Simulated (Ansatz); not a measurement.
**CO on the 1x1 (110) surface of rutile TiO2 (cut with top plane O), one in a 2x1 cell, started at the site 'top O'**

Host crystal: rutile TiO2, with a band gap (PBE, scalar-relativistic without spin-orbit coupling).

All values below come from HSE06, at the PBE geometry (plane waves to 420 eV, PAW; Ansatz, an electronic-structure program).

Slab: 50 atoms, 12.7 Å thick at the start under the adsorbate; k 3x3x1, smearing 0.01 eV, dipole-corrected; single point; on the structure that PBE left under its start's symmetry; no spin, no spin-orbit, no U, no dispersion correction. At the end no host atom lies within bonding distance. In PBE this state lies 0.05 eV over the lowest of the starts that converged ('over O at depth 1.2 Å').

```
Item                                                                                                                     Value
--------------------------------------------------------------------------------------  --------------------------------------
adsorption energy against CO(g) at the same level                                                                     0.005 eV
change of the step from the bottom to the top vacuum level, against the clean slab                                   -0.062 eV
height of the binding atom over the mean of the host atoms within 0.3 Å of the top one                                432.5 pm
nearest host atoms of the binding atom                                                  O at 4.33 Å, O at 5.24 Å, Ti at 5.59 Å
```

A negative adsorption energy means that the adsorbate is more stable on the surface than in its reference.
